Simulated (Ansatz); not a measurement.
# Pressure series in CaSe

The reference is CaSe in the zinc blende structure (space group F-43m, No. 216; a = 6.559 Å; a model cell, its experimental status unchecked).

Cell and atoms are relaxed at each pressure.

Computed with r2SCAN (Ansatz, a first-principles code), without spin-orbit coupling.

Computed cases, in order: pressure −2 GPa; pressure −1 GPa; 0 GPa (base); pressure 3 GPa; pressure 7 GPa; pressure 15 GPa; pressure 30 GPa; pressure 50 GPa; pressure 75 GPa; pressure 100 GPa.

**Question.** Between which two neighbouring cases does the gap turn between direct and indirect?

**Answer.** Between pressure 7 GPa (3.89 eV, indirect, U → X) and pressure 15 GPa (3.80 eV, direct at X). The whole series: pressure −2 GPa: 3.49 eV, indirect, K–Γ (38 % along) → Γ; pressure −1 GPa: 3.60 eV, indirect, K–Γ (31 % along) → Γ; 0 GPa (base): 3.70 eV, indirect, K–Γ (31 % along) → Γ; pressure 3 GPa: 3.91 eV, indirect, K–Γ (23 % along) → X; pressure 7 GPa: 3.89 eV, indirect, U → X; pressure 15 GPa: 3.80 eV, direct at X; pressure 30 GPa: 3.58 eV, direct at X; pressure 50 GPa: 3.28 eV, direct at X; pressure 75 GPa: 2.91 eV, direct at X; pressure 100 GPa: 2.57 eV, direct at X.

Load acts through the strain it causes; cell and atoms are relaxed under it. Stability against distortions was not tested. No other phases were tried under pressure. This is not the structure that CaSe has at room temperature and ambient pressure.
